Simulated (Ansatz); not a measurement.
An ideal cubic perovskite cell is held by its symmetry; such compounds can tilt or shift off centre at room temperature. The starting structures come from a database of crystals and need not be the phases stable at ambient conditions.

 Where the default PAW files enter, the runs use the earlier of Ansatz's two default sets.

Given:

```yaml
crystal:
  lattice:
    - [6.83265, 0.00000, 0.00000]
    - [-3.41632, 5.91724, 0.00000]
    - [3.41632, 1.97241, 2.78942]
  atoms:
    - { symbol: Cs, position: [0.00000, 0.50000, 0.50000] }
    - { symbol: Pb, position: [0.00000, 0.00000, 0.00000] }
    - { symbol: F, position: [0.50000, 0.50000, 0.50000] }
    - { symbol: F, position: [0.50000, 0.00000, 0.50000] }
    - { symbol: F, position: [0.00000, 0.00000, 0.50000] }
```

Space group of this cell: Pm-3m, cubic perovskite. The cell is taken as given.

Transport runs along the normal of the first two printed cell vectors, the (111) plane of the conventional cell.

The gap is the functional's own, uncorrected, and κ follows it; spin-orbit coupling is left out. Mid-gap values are interpolated between the computed energies.

Predict the band gap and the smallest decay constant κ at mid-gap from Ansatz (a program for electronic structure) with PBEsol.

Gap 2.67 eV on a 12×12×12 mesh; κ = 0.234 1/Å, at the zone centre.
